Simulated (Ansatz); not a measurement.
ZnIn₂O₄ (model structure, started from the defect chalcopyrite type, I-4, No. 82, 7 atoms in the cell), treated with HSE06+SOC in Ansatz (plane waves, PAW).

Run with plane-wave cutoff 460 eV, 6×6×6 k mesh, Fermi–Dirac smearing 0.01 eV, PAW data made under PBE.

Cell (relaxed with PBEsol):

```cif
data_In4O8Zn2
_chemical_formula_sum 'In4 Zn2 O8'
_space_group_name_H-M_alt 'I-4'
_space_group_IT_number 82
_space_group_name_Hall 'I -4'
_cell_length_a 4.69496
_cell_length_b 4.69496
_cell_length_c 10.02742
_cell_angle_alpha 90.000
_cell_angle_beta 90.000
_cell_angle_gamma 90.000
loop_
_atom_site_label
_atom_site_type_symbol
_atom_site_symmetry_multiplicity
_atom_site_Wyckoff_symbol
_atom_site_fract_x
_atom_site_fract_y
_atom_site_fract_z
_atom_site_occupancy
In1 In 2 b 0.00000 0.00000 0.50000 1
In2 In 2 d 0.50000 0.00000 0.25000 1
Zn1 Zn 2 a 0.00000 0.00000 0.00000 1
O1 O 8 g 0.27802 0.24030 0.38700 1
```
(The calculation used a cell of 7 atoms; values per cell refer to that cell.)

Problem. What does this level give for the band gap?

Solution. 
- band gap: 2.37 eV (on the SCF k mesh) (direct)

Note: the relaxation could raise the start's symmetry but not lower it, so the cell can be a saddle point; cell and atoms aren't relaxed at this level (largest force component 0.32 eV/Å).

The computed numbers hold no vibrational or temperature effects.

It cost about 30 core-minutes (a rough figure) of CPU time.

A model structure was made by putting elements into a prototype or built by hand; it is no filed structure, need not be a known phase, and can be a saddle point held by its symmetry.

Ansatz is an electronic-structure program.
